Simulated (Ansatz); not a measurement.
System: RhPtN2 (model structure, started from the PtCoO2 type, R-3m, No. 166, 4 atoms in the cell). Method: PBEsol in Ansatz (plane waves, PAW).

Numerical settings: plane-wave cutoff 520 eV, 22×22×22 k mesh, Fermi–Dirac smearing 0.05 eV, no spin polarisation, scalar-relativistic PAW data made under PBE.

Cell (relaxed at this level):

```
PtRhN2
1.0
    1.44500     0.83427     6.19049
   -1.44500     0.83427     6.19049
    0.00000    -1.66854     6.19049
Rh Pt N
1 1 2
Direct
  0.50000   0.50000   0.50000
  0.00000   0.00000   0.00000
  0.89583   0.89583   0.89583
  0.10417   0.10417   0.10417
```

### Question
What does this level give for the bulk modulus?

### Answer

bulk modulus: 241 GPa

Note: the run has no spin polarisation, so it can have missed a magnetic state; the bulk modulus is −V dP/dV from two relaxed cells at ±2 % in volume; the relaxation could raise the start's symmetry but not lower it, so the cell can be a saddle point.

Spin–orbit coupling is not included; it can open a gap where bands touch, and shift volumes and moduli.

Computed values are for the static lattice.

A model structure was made by putting elements into a prototype or built by hand; it is no filed structure, need not be a known phase, and can be a saddle point held by its symmetry.

Ansatz is an electronic-structure program.
